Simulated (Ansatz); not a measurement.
The reference is BaF₂ in the fluorite structure (space group Fm-3m, No. 225; a = 6.1374 Å). Axes: x, y, z lie along the cube axes.

Calculations: PBEsol/PAW in Ansatz (a first-principles code), no spin-orbit coupling.

Strains are applied to the cell and any free atomic positions relax; under biaxial strain the out-of-plane vector relaxes too; under stress the whole cell relaxes.

One change was made to it. Results:

```tsv
quantity	base	after
shortest interatomic distance	2.658 Å	2.575 Å
energy relative to the base (free energy F)	0 meV/atom	+26 meV/atom
```

### Question
Which change produced these results?
A. uniaxial stress, 8 GPa tension along z
B. biaxial strain −1.16 %, plane normal [001], relaxed out of plane
C. biaxial strain −2.59 %, plane normal [001], relaxed out of plane
D. biaxial strain −4.44 %, plane normal [110], relaxed out of plane

### Answer
D, biaxial strain −4.44 %, plane normal [110], relaxed out of plane. For comparison, the energy relative to the base in the other runs: uniaxial stress, 8 GPa tension along z gives +49 meV/atom; biaxial strain −2.59 %, plane normal [001], relaxed out of plane gives +8.1 meV/atom; biaxial strain −1.16 %, plane normal [001], relaxed out of plane gives +1.6 meV/atom.

Beyond what the load breaks, stability against distortions was not tested.
